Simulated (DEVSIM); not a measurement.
Device: abrupt Si n-p junction, at 400 K.

| layer (left to right) | material | thickness (μm) | Nd (cm⁻³) | Na (cm⁻³) | τn (s) | τp (s) |
|---|---|---|---|---|---|---|
| 1 | Si | 71.0 | 2e16 | - | 0.00012 | 0.00012 |
| 2 | Si | 0.830 | - | 2.5e15 | 0.00012 | 0.00012 |

Left contact: ohmic. Right contact: ohmic. Voltage is applied to the left contact. Recombination: SRH at mid-gap, radiative. Mobility is μmin + (μ − μmin)/(1 + (N/Nref)^α).

This is a model device: material constants are rounded textbook-type values typed into the input, and sizes, dopings and lifetimes were drawn at random. Values at 300 K; Nc and Nv go as T^1.5, mobilities as T to minus their exponent, the gap by Varshni's rule with the affinity fixed.

```tsv
parameter	Si
gap (eV)	1.124
affinity (eV)	4.05
permittivity	11.7
Nc (cm⁻³)	2.86e19
Nv (cm⁻³)	3.1e19
μn (cm²/Vs)	1417
μp (cm²/Vs)	470
μn,min	52
μp,min	45
Nref,n	9.7e16
Nref,p	2.2e17
αn	0.68
αp	0.72
T exponent of μn	2.3
T exponent of μp	2.2
B (cm³/s)	4.7e-15
Varshni α (eV/K)	0.000473
Varshni β (K)	636
```

DEVSIM, 1D drift-diffusion, Boltzmann statistics, complete ionisation; no tunnelling, impact ionisation, image-force lowering or self-heating.

Problem. Tabulate band edges, carrier densities and field at zero bias.

Solution. Energies count from the Fermi level of the right contact; mesh points crowd at the junctions.

| x (μm) | Ec (eV) | Ev (eV) | n (cm⁻³) | p (cm⁻³) | field (V/cm) |
|---|---|---|---|---|---|
| 0.000 | 0.265 | -0.831 | 2.0e16 | 1.6e9 | ≈ 0 |
| 0.03491 | 0.265 | -0.831 | 2.0e16 | 1.6e9 | ≈ 0 |
| 0.1205 | 0.265 | -0.831 | 2.0e16 | 1.6e9 | ≈ 0 |
| 0.3306 | 0.265 | -0.831 | 2.0e16 | 1.6e9 | ≈ 0 |
| 1.182 | 0.265 | -0.831 | 2.0e16 | 1.6e9 | ≈ 0 |
| 2.934 | 0.265 | -0.831 | 2.0e16 | 1.6e9 | ≈ 0 |
| 7.234 | 0.265 | -0.831 | 2.0e16 | 1.6e9 | ≈ 0 |
| 23.67 | 0.265 | -0.831 | 2.0e16 | 1.6e9 | ≈ 0 |
| 49.25 | 0.265 | -0.831 | 2.0e16 | 1.6e9 | ≈ 0 |
| 62.50 | 0.265 | -0.831 | 2.0e16 | 1.6e9 | ≈ 0 |
| 67.55 | 0.265 | -0.831 | 2.0e16 | 1.6e9 | ≈ 0 |
| 69.96 | 0.265 | -0.831 | 2.0e16 | 1.6e9 | ≈ 0 |
| 70.59 | 0.265 | -0.831 | 2.0e16 | 1.6e9 | ≈ 0 |
| 70.85 | 0.267 | -0.830 | 1.9e16 | 1.7e9 | 370 |
| 70.97 | 0.308 | -0.788 | 5.8e15 | 5.6e9 | 11000 |
| 71.00 | 0.353 | -0.743 | 1.6e15 | 2.0e10 | 17000 |
| 71.04 | 0.415 | -0.681 | 2.6e14 | 1.3e11 | 15000 |
| 71.13 | 0.537 | -0.560 | 7.6e12 | 4.2e12 | 12000 |
| 71.43 | 0.734 | -0.362 | 2.5e10 | 1.3e15 | 2100 |
| 71.67 | 0.755 | -0.342 | 1.4e10 | 2.4e15 | 210 |
| 71.78 | 0.756 | -0.340 | 1.3e10 | 2.5e15 | 88 |
| 71.83 | 0.757 | -0.340 | 1.3e10 | 2.5e15 | 77 |
